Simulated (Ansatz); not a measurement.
The reference is InP in the zinc blende structure (space group F-43m, No. 216).

```xyz
2
Lattice="0.0000 2.9534 2.9534 2.9534 0.0000 2.9534 2.9534 2.9534 0.0000" Properties=species:S:1:pos:R:3 pbc="T T T"
P      1.4767     1.4767     1.4767
In     0.0000     0.0000     0.0000
```

Calculations: r2SCAN (Ansatz, a first-principles code, PAW, spin-orbit coupling left out).

One change was made to it. Results:

The band gap goes from 1.03 eV to zero; the density goes up by 0.43 g/cm³ to 5.13 g/cm³; the shortest interatomic distance increases by 13.0 pm to 268.8 pm.

Question: Which change produced these results?
A) In → B
B) In → Cd
C) In → Ir
D) P → Ga

Answer: D, P → Ga. For comparison, the density in the other runs: In → Cd gives 4.73 g/cm³; In → B gives 2.97 g/cm³; In → Ir gives 10.43 g/cm³.

Stability against distortions was not tested. As relaxed here, InGa, CdP and IrP are hypothetical phases, not in the database extracts checked. The final runs are not spin-polarised. An odd electron count without spin: CdP.
